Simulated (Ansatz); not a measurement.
**A computed series for SiC: pressure series**

The reference is SiC (space group P6_3mc, No. 186; a = 3.094 Å, c = 10.129 Å).

Cell and atoms are relaxed at each pressure.

All numbers come from PBE/PAW in Ansatz (a program for electronic structure), no spin-orbit coupling, earlier PAW set.

```csv
P (GPa),V (Å³/atom)
-1.99,10.598
-0.99,10.547
1.80,10.411
4.18,10.301
9.00,10.095
18.00,9.758
30.00,9.377
45.00,8.982
60.00,8.650
```

A third-order Birch–Murnaghan fit to these points gives V₀ = 10.50 Å³/atom, B₀ = 214 GPa and B₀′ = 3.8. At pressure 60 GPa the volume is 82.4 % of V₀.

Load acts through the strain it causes; cell and atoms are relaxed under it. Stability against distortions was not tested. No other phases were tried under pressure.
